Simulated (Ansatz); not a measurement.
Density of states of Sr3AsN (Pm-3m) above the conduction band minimum, PBEsol, rigid bands run with Ansatz (a first-principles code); cell volume 128.1 Å³.

(energy from edge (eV), 10⁻³ states/eV/cell): (0.006, 22.9); (0.031, 64.0); (0.056, 94.6); (0.081, 122); (0.106, 147); (0.131, 174); (0.156, 202); (0.181, 231); (0.206, 255); (0.231, 275); (0.256, 301); (0.281, 326); (0.319, 369); (0.344, 392); (0.369, 420); (0.394, 448); (0.419, 477); (0.444, 500); (0.469, 526); (0.494, 563); (0.519, 587); (0.544, 615); (0.569, 645); (0.594, 676)

Q: What effective density of states at 300 K does this give (∫ g(E) exp(−E/k_BT) dE, both spins, divided by the cell's size)?

A: 1.0e19 cm⁻³, a density-of-states mass of 0.56 mₑ, valleys and band degeneracy included.

Spin-orbit coupling is left out. Geometry: cell and atoms relaxed with PBEsol.

Computed structure with no diffraction record at hand here (it may be known, metastable or hypothetical): Sr3AsN (Pm-3m).
